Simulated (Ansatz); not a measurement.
Mn3O4 (within 0.1 Å of I4₁/amd, No. 141; cell taken from a computed entry) was calculated with r²SCAN+rVV10 (plane waves, PAW; Ansatz, a first-principles code).

Run with plane-wave cutoff 500 eV, 8×8×8 k mesh, Fermi–Dirac smearing 0.05 eV, spin-polarised start, scalar-relativistic PAW data made under PBE.

Computed at the level's own relaxed cell.

Problem. Give the computed volume per atom and band gap.

Solution. 
volume per atom: 10.99 Å³/atom
band gap: 0.90 eV (on the SCF k mesh)

Note: the magnetic order was assumed, not searched for or taken from measurement; the formula asks for a mixed valence, which symmetry can spread over equal sites; charge order can open a gap.

Computing time: around 70 core-minutes (rough).
